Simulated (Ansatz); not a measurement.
Consider BAs in the zinc blende structure (space group F-43m, No. 216; a = 4.768 Å).

Calculations: Ansatz (a program for electronic structure) PBEsol, no spin-orbit coupling.

One change was made to it. Results:

```json
[
 {"quantity": "width of the top valence band", "base": "5.27 eV", "after": "5.82 eV"},
 {"quantity": "lattice parameter a", "base": "4.768 Å", "after": "4.628 Å"},
 {"quantity": "band gap", "base": "1.08 eV", "after": "0.99 eV"},
 {"quantity": "smallest direct gap", "base": "3.25 eV", "after": "3.37 eV"}
]
```

Question: Which change produced these results?
(A) pressure −1 GPa
(B) pressure 4.5 GPa
(C) pressure 2.1 GPa
(D) pressure 15 GPa

Answer: D, pressure 15 GPa. For comparison, the band gap in the other runs: pressure 2.1 GPa gives 1.07 eV; pressure −1 GPa gives 1.09 eV; pressure 4.5 GPa gives 1.05 eV.

Load acts through the strain it causes; cell and atoms are relaxed under it. Whether these cells are dynamically stable was not tested. No other phases were tried under pressure.
